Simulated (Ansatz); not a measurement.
# A computed series for BP: pressure series

Take BP in the zinc blende structure (space group F-43m, No. 216; a = 4.537 Å) as the base.

Cell and atoms are relaxed at each pressure.

Level of theory: Ansatz (a quantum-chemistry and plane-wave program), r2SCAN, PAW, cutoff 500 eV, spin-orbit coupling left out.

Notes on the quantities. enthalpy: H = E + PV relative to the base's energy; hole mass: degenerate bands, along [100].

| variant | volume per atom | band gap | enthalpy | smallest direct gap | hole mass |
|---|---|---|---|---|---|
| base | 11.67 Å³ | 1.41 eV | – | 3.60 eV | 0.24, 0.24, 0.32 mₑ (at Γ) |
| pressure −2 GPa | 11.81 Å³ | 1.43 eV | -0.15 eV/atom | 3.58 eV | 0.24, 0.24, 0.31 mₑ (at Γ) |
| pressure −1 GPa | 11.74 Å³ | 1.42 eV | -0.07 eV/atom | 3.59 eV | 0.24, 0.24, 0.32 mₑ (at Γ) |
| pressure 1.8 GPa | ? | ? | +0.13 eV/atom | ? | 0.24, 0.24, 0.32 mₑ (at Γ) |
| pressure 4.2 GPa | 11.40 Å³ | 1.38 eV | +0.30 eV/atom | 3.64 eV | 0.24, 0.24, 0.33 mₑ (at Γ) |
| pressure 9 GPa | 11.12 Å³ | 1.34 eV | +0.64 eV/atom | 3.68 eV | 0.24, 0.24, 0.34 mₑ (at Γ) |
| pressure 18 GPa | 10.67 Å³ | 1.28 eV | +1.25 eV/atom | 3.76 eV | 0.23, 0.23, 0.36 mₑ (at Γ) |
| pressure 30 GPa | 10.17 Å³ | 1.19 eV | +2.03 eV/atom | 3.86 eV | 0.23, 0.23, 0.39 mₑ (at Γ) |
| pressure 45 GPa | 9.67 Å³ | 1.10 eV | +2.96 eV/atom | 3.98 eV | 0.23, 0.23, 0.41 mₑ (at Γ) |
| pressure 60 GPa | 9.26 Å³ | 1.00 eV | +3.84 eV/atom | 4.11 eV | 0.22, 0.22, 0.44 mₑ (at Γ) |

### Question
Complete the table.

### Answer

- pressure 1.8 GPa, volume per atom: 11.55 Å³
- pressure 1.8 GPa, band gap: 1.40 eV
- pressure 1.8 GPa, smallest direct gap: 3.62 eV

Load acts through the strain it causes; cell and atoms are relaxed under it. Masses are band curvatures over ±0.01 Å⁻¹ around the edge. Whether these cells are dynamically stable was not tested. No other phases were tried under pressure.
